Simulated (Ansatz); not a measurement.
Worked example: self-consistent single point of GaCuGeSe₄ (C2, 7 atoms in the cell) in Ansatz (an electronic-structure program).

Method of the run: LDA (PW92), default PAW files made with PBE (plane waves; Ansatz).

```
CELL_PARAMETERS angstrom
     -2.76146     2.76146     5.42151
      2.76146    -2.76146     5.42151
      2.76146     2.76146    -5.42151
ATOMIC_POSITIONS crystal
  Ga 0.50461 0.50461 0.00000
  Cu 0.25000 0.75000 0.50000
  Ge 0.75000 0.25000 0.50000
  Se 0.11400 0.11832 0.47142
  Se 0.88168 0.35310 0.99568
  Se 0.64690 0.64258 0.52858
  Se 0.35742 0.88600 0.00432
```

Reference input (self-consistent single point, DFT, LDA (PW92), plane waves, default PAW files made with PBE): basis.ecutwfc = 420 eV; kpoints.mp_grid.grid = 3 3 3; hamiltonian.xc = lda; hamiltonian.pseudopotentials = {kind: paw} (the program's default PAW files); scf.occupations.method = fixed. This run's input differs from it in these lines:

Ansatz 0.2 input:
```diff
@@ -17,3 +17,4 @@
   mp_grid:
-    grid: [3, 3, 3]
+    grid: [5, 5, 5]
+    shift: [0.5, 0.5, 0.5]
 hamiltonian:
```

Output, abridged:

```
SCF iter   1: F=—  HF=-36013.895197 eV  |F-HF|=—  |Δ(HF+E_count)|=         —  Δρ=9.19e-3  dr2=7.97e-2  ethr=1.77e-3  ⟨swp⟩=5.0  Hψ=7691  notcnv=0  defer=348
all-band conjugate gradients solve this SCF's bands
preconditioner: auto → Resta (q_TF=auto, 2.549 Å⁻¹)
SCF iter   2: F=—  HF=-36013.899767 eV  |F-HF|=—  |Δ(HF+E_count)|=   4.57e-3  Δρ=9.00e-3  dr2=9.52e-2  ethr=7.24e-5  ⟨swp⟩=2.4  Hψ=5205  notcnv=0  defer=351
   [... lines left out ...]
SCF iter   5: F=—  HF=-36013.879188 eV  |F-HF|=—  |Δ(HF+E_count)|=   6.25e-5  Δρ=1.35e-4  dr2=3.20e-5  ethr=3.65e-7  ⟨swp⟩=2.0  Hψ=3550  notcnv=0  defer=179
SCF iter   6: F=—  HF=-36013.879217 eV  |F-HF|=—  |Δ(HF+E_count)|=   2.92e-5  Δρ=5.07e-5  dr2=5.65e-6  ethr=2.91e-8  ⟨swp⟩=2.0  Hψ=3406  notcnv=0  defer=149
SCF iter   7: F=—  HF=-36013.879216 eV  |F-HF|=—  |Δ(HF+E_count)|=   4.74e-7  Δρ=2.10e-5  dr2=1.05e-6  ethr=5.14e-9  ⟨swp⟩=2.0  Hψ=3386  notcnv=0  defer=149
SCF iter   8: F=-36013.879216 eV  HF=-36013.879216 eV  |F-HF|=1.31e-8  |Δ(HF+E_count)|=   1.15e-7  Δρ=6.90e-6  dr2=9.11e-8  ethr=9.09e-11  ⟨swp⟩=9.3  Hψ=12959  notcnv=0
SCF 1 converged in 8 iterations: F = -36013.879216 eV  dr2 = 9.11e-8
Free energy (F): -36013.879216 eV
Internal energy: -36013.879216 eV  (E = F + TS)
E sigma→0 (E₀):  -36013.879216 eV
Fermi energy:    7.280390 eV
--- Forces (eV/Å), atoms counted from 1 ---
  atom   1  Ga     0.00000000     0.00000000    -0.35585206
  atom   2  Cu     0.00000000     0.00000000     0.02576103
  atom   3  Ge     0.00000000     0.00000000     0.12173067
  atom   4  Se    -0.03398521     0.19763095    -0.00082689
  atom   5  Se     0.07757961     0.17627190     0.10500740
  atom   6  Se     0.03398521    -0.19763095    -0.00082689
  atom   7  Se    -0.07757961    -0.17627190     0.10500740
--- Stress (GPa, compression-positive) ---
       -3.266868      -0.290257       0.000000
       -0.290258      -3.326235       0.000000
        0.000000       0.000000      -3.250283
  P = ⅓ Tr σ = -3.2811 GPa (-32.811 kbar)
  The stress holds the Pulay correction. Without it, at fixed plane waves, as pw.x and ABINIT print it: P = -3.3166 GPa
```

The run converged in 8 iterations. Against the reference run the free energy falls by 5.2 meV/atom, the pressure stays at -3.28 GPa, the largest force hardly changes (0.357 to 0.356 eV/Å) and the gap on the mesh goes from 0.659 to 1.041 eV.

The starting cell comes from a database of computed structures (which also holds hypothetical and non-ambient phases and stackings), without a prior relaxation at this level. Its lattice was rescaled by up to half a per cent. One atom was moved a little off its site on purpose. Ansatz's pressure includes its estimate of the finite-basis (Pulay) stress. Another mesh or the band path of this cell gives a smaller gap, so this value is not converged in the mesh.

Cost on one core of a shared machine: roughly 30 s.
